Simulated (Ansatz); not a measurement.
Base system: SiO$_{2}$ in the rutile structure (space group P4_2/mnm, No. 136; a = 4.195 Å, c = 2.678 Å). Axes: x, y, z lie along a, b, c of the conventional cell.

Structures relaxed with PBEsol/PAW in Ansatz (a quantum-chemistry and plane-wave program), spin-orbit coupling left out.

Base:

Simulated powder pattern, Cu Kα1, λ = 1.54056 Å (kinematic, ideal powder, no thermal factors, no anomalous dispersion; the 14 strongest lines at most, above 2 %, up to 2θ = 90°):

```csv
2θ (°),I/Imax (%),hkl
30.11,100,(110)
39.90,25,(101)
45.60,41,(111)
48.49,15,(210)
60.17,61,(211)
62.59,20,(220)
70.22,11,(002)
71.00,6.5,(310)
76.85,28,(301)
78.26,11,(112)
80.79,2.4,(311)
89.93,3.0,(212)
```

Perturbation: biaxial strain +1.20 %, plane normal [001], relaxed out of plane (Cartesian); in-plane vectors clamped, the third vector and the atoms free.

After the change:

Simulated powder pattern, Cu Kα1, λ = 1.54056 Å (kinematic, ideal powder, no thermal factors, no anomalous dispersion; the 14 strongest lines at most, above 2 %, up to 2θ = 90°):

```tsv
2θ (°)	d (Å)	I/Imax (%)	hkl
29.74	3.002	100	(110)
39.94	2.255	23	(101)
45.50	1.992	39	(111)
47.88	1.898	16	(210)
59.78	1.546	59	(211)
61.76	1.501	20	(220)
70.04	1.342	6.3	(310)
70.71	1.331	10	(002)
76.12	1.249	28	(301)
78.54	1.217	10	(112)
79.98	1.199	2.1	(311)
89.94	1.090	2.9	(212)
```

The indices refer to the base's conventional cell; one index is shown for lines that coincide.

Stability against distortions was not tested.
